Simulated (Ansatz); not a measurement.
A self-consistent single point of Sc3SnB (P4mm, 5 atoms in the cell) with Ansatz (a program for electronic structure)

Method of the run: PBEsol, default PAW files made with PBE (plane waves; Ansatz).

This input was run:

Ansatz 0.2 input:
```yaml
# Sc3SnB
crystal:
  lattice:
    - [4.64000800, 0.00000000, 0.00000000]
    - [0.00000000, 4.64000800, 0.00000000]
    - [0.00000000, 0.00000000, 4.64000800]
  atoms:
    - { symbol: Sc, position: [0.50000000, 0.00000000, 0.50000000] }
    - { symbol: Sc, position: [0.01077600, 0.50000000, 0.50000000] }
    - { symbol: Sc, position: [0.50000000, 0.50000000, 0.00000000] }
    - { symbol: Sn, position: [0.00000000, 0.00000000, 0.00000000] }
    - { symbol: B, position: [0.50000000, 0.50000000, 0.50000000] }
basis:
  ecutwfc: 420.0 eV
kpoints:
  mp_grid:
    grid: [7, 7, 7]
hamiltonian:
  xc: pbesol
  pseudopotentials:
    kind: paw
scf:
  occupations:
    method: fermi_dirac
    width: 0.1 eV
output:
  forces: true
  eigenvalues: true
  stress: true
```

Output, abridged:

```
WARN ansatz: RAYON_NUM_THREADS=1 ignored (pool sized by the plan → 1); use --threads N
Pseudopotentials: kind: paw
Pseudopotential: Sc, paw, valence charge 11
Pseudopotential: Sn, paw, valence charge 14
Pseudopotential: B, paw, valence charge 3
Crystal: 5 atoms, lattice volume = 99.898 Å³
Basis set: ecut = 420 eV, 1935 PW (Γ), exchange–correlation on 64×64×64 points (8 copies of the dense FFT grid, shifted against one another)
Bands: 30, of which v1, the nominal top of the filled ones, is band 25 counted from 1 (24 counted from 0)
Symmetry: 8 space group operations
Space group: P4mm (ITA 99), of the structure as read, at distance tolerance 4.6e-5 Å
k-points: 40 of 343 (time reversal used)
PAW frozen core: Sc, regenerated for the run's functional, and the local potential with it
PAW frozen core: Sn, regenerated for the run's functional, and the local potential with it
PAW frozen core: B, regenerated for the run's functional, and the local potential with it
Initial density: superposition of atomic densities (neutral atoms: chi_scale 0, normalization atom), corrected by the library's trained network
Initial wavefunctions: pseudopotential atomic-orbital guess
Eigensolver: davidson
Functional: x = pbesol(κ = 0.804, μ = 0.12345679012345678), c = pbesol(β = 0.046)
SCF iter   1: F=—  HF=-12439.757988 eV  |F-HF|=—  |Δ(HF+E_count)|=         —  Δρ=4.16e-3  dr2=2.48e-2  ethr=1.77e-3  ⟨swp⟩=5.6  Hψ=5047  notcnv=0
all-band conjugate gradients solve this SCF's bands
preconditioner: auto → Kerker (q_TF=auto, 2.431 Å⁻¹)
SCF iter   2: F=—  HF=-12439.752159 eV  |F-HF|=—  |Δ(HF+E_count)|=   5.83e-3  Δρ=1.89e-3  dr2=5.11e-3  ethr=4.96e-5  ⟨swp⟩=2.1  Hψ=1812  notcnv=0
SCF iter   3: F=—  HF=-12439.750838 eV  |F-HF|=—  |Δ(HF+E_count)|=   1.32e-3  Δρ=3.23e-4  dr2=1.24e-4  ethr=1.02e-5  ⟨swp⟩=2.8  Hψ=2174  notcnv=0
SCF iter   4: F=—  HF=-12439.750822 eV  |F-HF|=—  |Δ(HF+E_count)|=   1.59e-5  Δρ=9.22e-5  dr2=9.98e-6  ethr=2.47e-7  ⟨swp⟩=2.0  Hψ=1490  notcnv=0
SCF iter   5: F=—  HF=-12439.750669 eV  |F-HF|=—  |Δ(HF+E_count)|=   1.53e-4  Δρ=2.93e-5  dr2=1.23e-6  ethr=2.00e-8  ⟨swp⟩=2.7  Hψ=2089  notcnv=0
SCF iter   6: F=-12439.750669 eV  HF=-12439.750669 eV  |F-HF|=5.67e-8  |Δ(HF+E_count)|=   2.49e-7  Δρ=8.77e-6  dr2=9.34e-8  ethr=2.00e-10  ⟨swp⟩=5.1  Hψ=5016  notcnv=0
SCF 1 converged in 6 iterations: F = -12439.750669 eV  dr2 = 9.34e-8
SCF converged after 6 iterations
Free energy (F): -12439.750669 eV
Harris-Foulkes:  -12439.750669 eV  (|F-HF|=5.67e-8)
Internal energy: -12439.700903 eV  (E = F + TS)
E sigma→0 (E₀):  -12439.725786 eV
Entropy (-TS):   -0.049766 eV (-9.953 meV/atom)
Fermi energy:    10.217251 eV
--- Per-component energies (eV) ---
  E_band       = -529.866181
  E_kinetic    = 1019.794923
  E_local      = -3260.640116  (includes V_loc(G=0)·N_el)
  E_nonlocal   = 232.121491
  E_hartree    = 1354.846499
  E_xc         = -722.235084
  E_vxc        = -522.281480  (∫ρ·V_xc dr)
  E_paw        = -6938.641275  (= ΣΔE_a)
  E_vpaw       = -708.564231  (= ΣTr[D̂ρ^β])
  E_aug_tail   = 0.000032  (compensation charges beyond the density's cutoff)
  E_ewald      = -4125.633999
  E_core_change = 0.686626  (= ΣΔE_core)
  E_smearing   = -0.049766  (= −TS)
  E_closure    = 0.000000  (closes the sum)
  Σ components = -12439.750669   (vs F -12439.750669, Δ=0.00e0)
--- Forces (eV/Å), atoms counted from 1 ---
  atom   1  Sc     0.10402068     0.00000000     0.00000000
  atom   2  Sc    -0.50726694     0.00000000     0.00000000
  atom   3  Sc     0.10402068    -0.00000000     0.00000000
  atom   4  Sn     0.02656040     0.00000000     0.00000000
  atom   5  B      0.27271459    -0.00000000     0.00000000
  max |Σ_I F_I| component: 4.94e-5 eV/Å
--- Stress (GPa, compression-positive) ---
       -1.904489       0.000000       0.000000
       -0.000000      -2.055811       0.000000
        0.000000       0.000000      -2.055811
  P = ⅓ Tr σ = -2.0054 GPa (-20.054 kbar)
  The stress holds the Pulay correction. Without it, at fixed plane waves, as pw.x and ABINIT print it: P = -2.0412 GPa
--- Band table (eV; the first three rows and the last of 40) ---
  k-point 0: bands = ["-38.7128", "-38.6551", "-38.6483", "-17.5824", "-17.5804", "-17.5804", "-17.4768", "-17.4723", "-17.4723", "-17.2081", "-17.2081", "-17.2030", "-10.3158", "-10.3157", "-10.3157", "-10.3133", "-10.3131", "1.8577", "4.1384", [...]
  k-point 1: bands = ["-38.7100", "-38.6573", "-38.6489", "-17.5761", "-17.5735", "-17.5717", "-17.4803", "-17.4751", "-17.4722", "-17.2210", "-17.2126", "-17.2055", "-10.3157", "-10.3152", "-10.3152", "-10.3126", "-10.3119", "1.9939", "4.1663", [...]
  k-point 2: bands = ["-38.7027", "-38.6641", "-38.6494", "-17.5592", "-17.5552", "-17.5505", "-17.4887", "-17.4837", "-17.4731", "-17.2489", "-17.2229", "-17.2147", "-10.3156", "-10.3140", "-10.3140", "-10.3114", "-10.3089", "2.3745", "4.1431", [...]
  k-point 39: bands = ["-38.6762", "-38.6740", "-38.6654", "-17.6127", "-17.6087", "-17.6074", "-17.5285", "-17.3962", "-17.3913", "-17.3899", "-17.1407", "-17.1350", "-10.3177", "-10.3176", "-10.3176", "-10.3033", "-10.3031", "3.5590", "5.4754", [...]
```

The run converged in 6 iterations.

The starting cell comes from a database of computed structures (which also holds hypothetical and non-ambient phases and stackings), without a prior relaxation at this level. Its lattice was rescaled by up to half a per cent. One atom was moved a little off its site on purpose. Ansatz's pressure includes its estimate of the finite-basis (Pulay) stress.
